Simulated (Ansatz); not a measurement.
## A computed series for BP: response to strain

The parent structure is BP in the zinc blende structure (space group F-43m, No. 216).

```yaml
crystal:
  lattice:
    - [0.00000, 2.26820, 2.26820]
    - [2.26820, 0.00000, 2.26820]
    - [2.26820, 2.26820, 0.00000]
  atoms:
    - { symbol: P, position: [0.75000, 0.75000, 0.75000] }
    - { symbol: B, position: [0.00000, 0.00000, 0.00000] }
```

Cartesian axes are those of the cell as printed.

Strains are applied to the cell and any free atomic positions relax; under biaxial strain the out-of-plane vector relaxes too.

The values are results of Kohn–Sham DFT with the r2SCAN functional, run in Ansatz (a program for electronic structure) with PAW and 500 eV plane waves, without spin-orbit coupling, earlier PAW set, not measurements.

Notes on the quantities. pressure: mean of the normal stresses, compression positive.

| variant | band gap | gap character | pressure |
|---|---|---|---|
| base | 1.41 eV | indirect, Γ → Γ–X (83 % along) | 0.00 GPa |
| biaxial strain −1.02 %, plane normal [001], relaxed out of plane | 1.27 eV | indirect, Γ → k = (0.417, 0.417, 0) in the run's primitive reciprocal basis | 2.85 GPa |
| biaxial strain −0.43 %, plane normal [001], relaxed out of plane | ? | indirect, Γ → k = (0.417, 0.417, 0) in the run's primitive reciprocal basis | ? |
| biaxial strain +0.57 %, plane normal [001], relaxed out of plane | 1.30 eV | indirect, Γ → k = (0, 0, 0.417) in the run's primitive reciprocal basis | -1.51 GPa |
| biaxial strain −1.76 %, plane normal [111], relaxed out of plane | 1.27 eV | indirect, Γ → F–Γ (16 % along) | 5.86 GPa |
| biaxial strain +4.10 %, plane normal [111], relaxed out of plane | 1.27 eV | indirect, Γ → F–Γ (11 % along) | -10.59 GPa |
| isotropic strain +3.28 % | 1.54 eV | indirect, Γ → Γ–X (83 % along) | -13.64 GPa |
| uniaxial strain ε_xx = +5.50 % | 1.07 eV | indirect, Γ → k = (0.417, 0, 0.417) in the run's primitive reciprocal basis | -8.20 GPa |
| uniaxial strain ε_zz = +1.29 % | 1.33 eV | indirect, Γ → k = (0, 0.417, 0.417) in the run's primitive reciprocal basis | -2.13 GPa |
| tensor shear ε_yz = −3.66 % | 0.55 eV | indirect, Γ → X | 0.71 GPa |

**Question.** Complete the table.

**Answer.** 
- biaxial strain −0.43 %, plane normal [001], relaxed out of plane, band gap: 1.35 eV
- biaxial strain −0.43 %, plane normal [001], relaxed out of plane, pressure: 1.18 GPa

No phonon test of stability was made. k-point labels follow each cell's own Brillouin zone.
